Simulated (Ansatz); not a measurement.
A user runs Ansatz (a program for electronic structure) on SrCr3 (Pm-3m, 4 atoms in the cell) and asks whether the run is sound. The aim is a self-consistent single point with DFT, PBEsol, plane waves, default PAW files made with PBE.

Cell that was meant: a = 4.4327 Å, b = 4.4327 Å, c = 4.4327 Å, α = 90.00°, β = 90.00°, γ = 90.00°.

Part of the input:

Ansatz 0.2 input:
```yaml
    - { symbol: Cr, position: [0.50000000, 0.00000000, 0.50000000], spin: 3.0 }
    - { symbol: Sr, position: [0.00000000, 0.00000000, 0.00000000] }
basis:
  ecutwfc: 125.0 eV
kpoints:
  mp_grid:
    grid: [10, 10, 10]
```

Log, with long lists cut:

```
   [... lines left out ...]
PAW frozen core: Sr, regenerated for the run's functional, and the local potential with it
Initial density: superposition of atomic densities (chi_scale 0.1, normalization cell, long waves kept (reshape's long-wave potential 0.00 eV rms))
Starting moments: Σ|m| = 9 μB on 3 of 4 sites
Initial wavefunctions: pseudopotential atomic-orbital guess
Eigensolver: davidson
Functional: x = pbesol(κ = 0.804, μ = 0.12345679012345678), c = pbesol(β = 0.046)
SCF iter   1: F=—  HF=-13416.751024 eV  |F-HF|=—  |Δ(HF+E_count)|=         —  Δρ=4.32e-1 (↑4.32e-1 ↓1.95e-1)  dr2=2.67e2  dr2_m=1.28e1  M=4.103 μB ∫|m|=4.103 μB  β_m=0.30  ethr=3.10e-3  ⟨swp⟩=6.2  Hψ=16905  notcnv=0
Mixer restart at iter 1: flushing history
all-band conjugate gradients solve this SCF's bands
preconditioner: auto → Kerker (q_TF=auto, 2.504 Å⁻¹)
   [... lines left out ...]
SCF iter  16: F=—  HF=-13292.095970 eV  |F-HF|=—  |Δ(HF+E_count)|=   1.55e-6  S|Δr|=    0.00e0  Δρ=1.29e-5 (↑8.22e-6 ↓1.29e-5)  dr2=3.59e-7  dr2_m=1.17e-8  M=12.119 μB ∫|m|=12.119 μB  β_m=1.00  ethr=1.37e-9  ⟨swp⟩=2.2  Hψ=6128  notcnv=0  defer=111
SCF iter  17: F=-13292.095970 eV  HF=-13292.095970 eV  |F-HF|=1.13e-8  |Δ(HF+E_count)|=   1.39e-8  S|Δr|=    0.00e0  Δρ=3.34e-6 (↑3.34e-6 ↓3.25e-6)  dr2=1.97e-8  dr2_m=3.30e-9  M=12.119 μB ∫|m|=12.119 μB  ethr=1.92e-10  ⟨swp⟩=5.6  Hψ=15863  notcnv=0
SCF 1 converged in 17 iterations: F = -13292.095970 eV  dr2 = 1.97e-8
WARN: an SCF from ferrimagnetic starting moments (4.19, -4.19, 4.19, 0.00 Bohr magnetons, atom by atom) was not made, by what the run has read of turns of its …
   [... lines left out ...]
Absolute magnetization: 12.1191 μB (∫|ρ↑−ρ↓|, with the PAW one-centre terms)
Free energy (F): -13292.095970 eV
Fermi energy:    10.336726 eV
   [... lines left out ...]
   [... zero for the other atoms too ...]
--- Stress (GPa, compression-positive) ---
      -41.822775       0.000000       0.000000
       -0.000000     -41.822775       0.000000
       -0.000000       0.000000     -41.822775
  P = ⅓ Tr σ = -41.8228 GPa (-418.228 kbar)
  The stress holds the Pulay correction. Without it, at fixed plane waves, as pw.x and ABINIT print it: P = -1126.7431 GPa
```

Task: Can these results be used? Check the input.

Result: The run is not sound. The fault is a basis or grid far too coarse for these potentials. The error of an incomplete plane-wave basis or grid does not cancel at such settings. To fix it, restore the cutoff that the potentials need and check convergence. The run converged in 17 iterations without an error; against the sound input the free energy rises by 60.4 eV/atom, the pressure goes from 1.04 to -41.82 GPa and the size of the net moment goes from 3.27 to 3.03 μB/atom. At a fixed set of plane waves, without the program's Pulay estimate, the pressure is -1126.74 GPa against 1.02 GPa.

An input that runs soundly differs in these lines (not the only fix; some lines may just follow from the change or write a value another way):
```diff
-  ecutwfc: 125.0 eV
+  ecutwfc: 420.0 eV
```

With that input, the run converged in 14 iterations: free energy E − TS (on the zero of these files) -13533.6329 eV; Fermi level (on the code's own zero) 10.44 eV; pressure 1.04 GPa; size of the cell's spin moment 13.10 μB (DFT, PBEsol, plane waves, default PAW files made with PBE).

On the sound input: the starting cell was generated: these elements placed on a structure prototype, without a prior relaxation; it need not be a known phase or ordering of this composition. The magnetic order is the one reached from the typed start; others were not searched systematically. The program warned that, by what it read of turns of the moments, another magnetic order lies lower. Ansatz's pressure includes its estimate of the finite-basis (Pulay) stress.
